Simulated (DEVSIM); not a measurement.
System: illuminated Ge p-on-n cell, one wavelength, with a back-surface field, at 300 K.

Layer 1 from the left is Ge, thickness (μm) 0.560, Na (cm⁻³) 2e18, τn (s) 0.00053, τp (s) 0.00021, absorption coefficient (cm⁻¹) 15000. Layer 2 from the left is Ge, thickness (μm) 38.0, Nd (cm⁻³) 2.4e15, τn (s) 0.00081, τp (s) 0.00081, absorption coefficient (cm⁻¹) 15000. Layer 3 from the left is Ge, thickness (μm) 1.50, Nd (cm⁻³) 4.9e18, τn (s) 0.00081, τp (s) 0.00081, absorption coefficient (cm⁻¹) 15000.

Left contact: ohmic, minority electron recombination velocity 90000 cm/s. Right contact: ohmic, minority hole recombination velocity 3000 cm/s. Voltage is applied to the left contact. Recombination: SRH at mid-gap, radiative, Auger. Light enters at the left, 4.3e16 photons cm⁻² s⁻¹, one pass, no reflection. Mobility is μmin + (μ − μmin)/(1 + (N/Nref)^α).

Constants are typed, rounded textbook-type inputs, not results; the design itself was drawn at random and stands for no fabricated device. Values at 300 K.

Ge: gap (eV) 0.664, affinity (eV) 4, permittivity 16, Nc (cm⁻³) 1.04e19, Nv (cm⁻³) 6e18, μn (cm²/Vs) 3900, μp (cm²/Vs) 1900, μn,min 150, μp,min 100, Nref,n 2.6e17, Nref,p 4e17, αn 0.56, αp 0.6, B (cm³/s) 6.4e-14, Cn (cm⁶/s) 1e-31, Cp (cm⁶/s) 1e-31.

DEVSIM, 1D drift-diffusion, Boltzmann statistics, complete ionisation; no tunnelling, impact ionisation, image-force lowering or self-heating.

What does the simulation give for the dark forward voltage at 100 A/cm², the open-circuit voltage, the potential step across the device at zero bias, the dark forward voltage at 1 A/cm²?

dark forward voltage at 100 A/cm² 0.455 V; open-circuit voltage 0.200 V; potential step across the device at zero bias 0.616 V; dark forward voltage at 1 A/cm² 0.332 V.
